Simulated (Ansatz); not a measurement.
Consider Ga$_{2}$O$_{3}$ (space group C2/m, No. 12).

```xyz
10
Lattice="6.1389 -1.5237 0.0000 6.1389 1.5237 0.0000 -1.3782 0.0000 5.6446" Properties=species:S:1:pos:R:3 pbc="T T T"
Ga     0.0147     0.0000     4.4889
Ga    10.8849     0.0000     1.1557
Ga     7.6549     0.0000     1.7749
Ga     3.2447     0.0000     3.8697
O      1.8779     0.0000     0.6182
O      9.0217     0.0000     5.0265
O      1.3513     0.0000     3.1767
O      9.5483     0.0000     2.4679
O      5.7404     0.0000     1.4449
O      5.1592     0.0000     4.1997
```

Cartesian axes are those of the cell as printed.

Calculations: DFT with PBEsol, PAW potentials and a 420 eV plane-wave cutoff in Ansatz (a first-principles code), spin-orbit coupling left out.

Strains are applied to the cell and any free atomic positions relax.

One change was made to it. Results:

| quantity | base | after |
|---|---|---|
| band gap | 2.22 eV | 1.22 eV |
| largest internal atomic displacement | – | 0.176 Å |
| energy relative to the base (free energy F) | 0 meV/atom | +97 meV/atom |
| pressure (mean of the normal stresses, compression positive) | 0.00 GPa | -17.82 GPa |

What was done to the base?
A. tensor shear ε_xy = −0.87 %
B. strain tensor (xx, yy, zz, yz, xz, xy) = (−1.95, +0.62, +0.48, +1.04, −0.22, −0.02) %
C. uniaxial strain ε_xx = +1.29 %
D. isotropic strain +4.69 %
E. tensor shear ε_xy = −0.99 %

D, isotropic strain +4.69 %. For comparison, the band gap in the other runs: uniaxial strain ε_xx = +1.29 % gives 2.12 eV; tensor shear ε_xy = −0.99 % gives 2.21 eV; tensor shear ε_xy = −0.87 % gives 2.21 eV; strain tensor (xx, yy, zz, yz, xz, xy) = (−1.95, +0.62, +0.48, +1.04, −0.22, −0.02) % gives 2.29 eV.

Whether these cells are dynamically stable was not tested.
